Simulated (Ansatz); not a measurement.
We consider GaN (model structure, P6₂22, No. 180, 6 atoms in the cell), described by r²SCAN (Ansatz, a quantum-chemistry and plane-wave program, plane waves, PAW).

Settings: plane-wave cutoff 560 eV, 12×12×6 k mesh (along the axes of the cell as run), Fermi–Dirac smearing 0.01 eV, scalar-relativistic PAW data made under PBE.

Cell (relaxed at this level):

```yaml
crystal:
  lattice:
    - [3.12459, 0.00000, 0.00000]
    - [-1.56229, 2.70597, 0.00000]
    - [0.00000, 0.00000, 7.37157]
  atoms:
    - { symbol: Ga, position: [0.50004, 0.00000, 0.66667] }
    - { symbol: Ga, position: [0.00000, 0.50004, 0.33333] }
    - { symbol: Ga, position: [0.49996, 0.49996, 0.00000] }
    - { symbol: N, position: [0.50000, 0.00000, 0.16667] }
    - { symbol: N, position: [0.00000, 0.50000, 0.83333] }
    - { symbol: N, position: [0.50000, 0.50000, 0.50000] }
```

Estimate the band gap and smallest direct gap on the k points sampled that the calculation returns.


- band gap = 1.89 eV (indirect)
- smallest direct gap on the k points sampled = 1.94 eV

Note: the relaxation could raise the start's symmetry but not lower it, so the cell can be a saddle point.

Spin–orbit coupling is not included.

Computed values are for the static lattice.

It cost roughly 40 core-seconds of CPU time.

A model structure was made by putting elements into a prototype or built by hand; it is no filed structure, need not be a known phase, and can be a saddle point held by its symmetry.
